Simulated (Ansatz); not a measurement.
Surface energy of faces of hcp Zr in PBE and in r2SCAN, in Ansatz (plane waves, PAW). Symmetric slabs relaxed with PBE from ideal cuts in 1x1 cells (the lowest computed cut and spin start of each face; real faces may reconstruct in larger cells); r2SCAN values are single points on them, with the bulk at the same level. No spin-orbit coupling, no U.

```json
[
 {"face": "(0001)", "PBE (J/m²)": "1.59", "r2SCAN (J/m²)": "1.76"},
 {"face": "(10-10)", "PBE (J/m²)": "1.67", "r2SCAN (J/m²)": "1.82"},
 {"face": "(10-11)", "PBE (J/m²)": "1.59", "r2SCAN (J/m²)": "1.73"},
 {"face": "(10-12)", "PBE (J/m²)": "1.69", "r2SCAN (J/m²)": "1.84"},
 {"face": "(10-13)", "PBE (J/m²)": "1.73", "r2SCAN (J/m²)": "1.87"},
 {"face": "(11-20)", "PBE (J/m²)": "1.68", "r2SCAN (J/m²)": "?"},
 {"face": "(11-21)", "PBE (J/m²)": "1.74", "r2SCAN (J/m²)": "1.85"},
 {"face": "(11-22)", "PBE (J/m²)": "1.73", "r2SCAN (J/m²)": "1.88"},
 {"face": "(11-23)", "PBE (J/m²)": "1.77", "r2SCAN (J/m²)": "1.93"}
]
```

Question: Fit a straight line y = a·x + b by least squares to the 8 complete rows (x: PBE (J/m²); y: r2SCAN (J/m²)).

Answer: the means are x̄ = 1.6887 and ȳ = 1.8350; Σ(x − x̄)² = 0.032487 and Σ(x − x̄)(y − ȳ) = 0.029850, so a = 0.919 and b = ȳ − a·x̄ = 0.283. The largest residual is 0.032.

Question: What does the line predict for the withheld row, (11-20), and what did the calculation give?

Answer: the line gives 1.83; the calculation gave 1.77, a miss of -0.06, larger than any residual of the fitted rows.

Ansatz is an electronic-structure program.
